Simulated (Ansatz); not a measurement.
Start from Ga₂O₃ in the corundum structure (space group R-3c, No. 167; a = 5.0577 Å, c = 13.6230 Å (hexagonal axes)).

The values are results of plane-wave PAW DFT at the PBE level (Ansatz, a program for electronic structure, 420 eV), no spin-orbit coupling, not measurements.

Strains are applied to the cell and any free atomic positions relax.

One change was made to it. Results:

```tsv
quantity	base	after
electron mass	0.21 mₑ (at Γ)	0.20 mₑ (at Γ)
pressure (mean of the normal stresses, compression positive)	0.01 GPa	-4.26 GPa
```

### Question
Which change produced these results?
A. isotropic strain +1.50 %
B. isotropic strain +0.75 %
C. isotropic strain +2.25 %
D. isotropic strain +3.00 %

### Answer
B, isotropic strain +0.75 %. For comparison, the electron mass in the other runs: isotropic strain +3.00 % gives 0.16 mₑ (at Γ); isotropic strain +1.50 % gives 0.18 mₑ (at Γ); isotropic strain +2.25 % gives 0.17 mₑ (at Γ).

The levels and masses belong to the bands next to the band gap. Masses are band curvatures over ±0.01 Å⁻¹ around the edge. Stability against distortions was not tested.
